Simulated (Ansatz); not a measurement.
# What pressure −2 GPa does to MgSe

The parent structure is MgSe in the rock salt structure (space group Fm-3m, No. 225; a = 5.4722 Å).

The change: hydrostatic tension (pressure −2 GPa).

Level of theory: r2SCAN/PAW in Ansatz (a first-principles code), no SOC. Γ-centred 10×10×10 mesh, Fermi–Dirac width 0.05 eV.

The volume per atom increases by 0.672 Å³ (20.48 Å³ → 21.16 Å³) and the density decreases by 0.133 g/cm³ to 4.05 g/cm³. The lattice parameter a rises by 0.059 Å (5.472 Å → 5.531 Å) and the shortest interatomic distance goes up by 0.030 Å (2.736 Å → 2.766 Å). The enthalpy H = E + PV relative to the base's energy comes out as -0.26 eV/atom and the band gap drops by 0.06 eV, from 2.48 eV to 2.42 eV. The gap character is still indirect, Γ → X and the smallest direct gap falls by 0.23 eV, from 3.44 eV to 3.21 eV. The mean gap deformation potential ΔEg/Δln V amounts to -1.8 eV and the width of the top valence band shrinks by 0.096 eV, from 2.47 eV to 2.38 eV. The electron mass is still 0.48 mₑ along k, 0.25 mₑ across (at X) and the hole mass (degenerate bands, along [100]) changes from 0.20, 0.79, 0.79 mₑ (at Γ) to 0.20, 0.82, 0.82 mₑ (at Γ). The valley order (the lowest conduction-band minima on the path, energy above the VBM, named in the base's zone) goes from X along ⟨100⟩ 2.48 eV; Γ 3.44 eV to X along ⟨100⟩ 2.42 eV; Γ 3.21 eV.

Load acts through the strain it causes; cell and atoms are relaxed under it. Masses are band curvatures over ±0.01 Å⁻¹ around the edge. Along k means along the line from Γ to the band edge. Whether these cells are dynamically stable was not tested.
